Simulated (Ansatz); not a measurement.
GaSb: energy against volume

GaSb (zinc blende, F-43m, 29.985 Å³/atom and stress up to 0.01 GPa in the relaxed cell, cube axes along x, y and z) under an equal strain ε along all three axes. PBE in Ansatz, a plane-wave DFT program (PAW, default set), 420 eV, 13×13×13 Γ-centred mesh, Fermi-Dirac smearing 0.05 eV; ions are relaxed, or left where forces stay under 0.02 eV/Å, within the symmetry of each cell. Against the start cell, which lies near the measured one, the relaxed cell differs by 5.7 % in volume; the values below rest on it.

Here V stands for volume and E for E less E0.

```
volume (Å³/atom)  E less E0 (meV/atom)  pressure (GPa)
----------------  --------------------  --------------
27.3665                              ?               ?
28.2216                          16.34            3.14
28.6558                           9.04            2.27
29.0944                           3.96            1.46
29.5375                           0.98            0.71
29.9850                           0.00            0.01
30.4370                           0.91           -0.64
30.8936                           3.61           -1.24
31.3547                           7.99           -1.79
31.8203                          13.95           -2.30
```

**Question.** Fit E against V with the third-order Birch-Murnaghan form, a cubic in V^(-2/3), and predict the withheld value at V = 27.3665.

**Answer.** With u = V^(-2/3) - 0.1037, the rows have u = 0.0041812, 0.0030886, 0.0020127, 0.0009528, -0.0000910, -0.0011194, -0.0021326, -0.0031308, -0.0041143. Least squares gives E = 0.014 + 176.7·u + 879036·u² + 3052448·u³. Residuals (row less fit): -0.004, 0.005, 0.005, -0.003, -0.005, -0.003, 0.005, 0.007, -0.004; standard error 0.006 (degrees of freedom: 5). Its minimum lies at u = -0.0001006, so V0 = (0.1035994)^(-3/2) = 29.99. There d²E/du² = 1756000 and d³E/du³ = 1.831e7, so B0 = (4/9) × 29.99^(-7/3) × 1756000 × 0.160218 = 44.8 GPa (the last factor turns the table's units into GPa), and B0' = 4 + (2/3) × 0.1035994 × (1.831e7)/1756000 = 4.7. B0' rests on the cubic coefficient alone and has a standard error of 0.1 from these residuals. At the withheld row, u = 0.0064169, so E = 0.014 + 176.7 × 0.0064169 + 879036 × 0.0064169² + 3052448 × 0.0064169³ = 38.150 meV/atom. The calculation gives 38.13 meV/atom, 0.020 meV/atom below the prediction (0.1 % of the range of E in the table). The row lies outside the fitted rows, so this is an extrapolation. From the scatter of the fitted rows alone, a prediction at this place has a standard error of 0.029 meV/atom, so the miss is 0.7 times that.

This level leaves no gap over 0.05 eV at strain -1.50, -1.00, -0.50, 0.00, 0.50, 1.00, 1.50, 2.00 %. Spin-orbit coupling is left out, which can shift these values for the heavy elements here. Other structures, which can take over under pressure, weren't tried. The same form fitted to the pressure column gives B0' = 4.8; series where the two differ by over 0.4 aren't shown. Rows are the converged runs of the series near zero and its far end, less any whose ions stayed unrelaxed beside relaxed ones; series whose fitted rows scatter by over a few per cent of the range, as at a crossing or softening among them, aren't shown in this form.
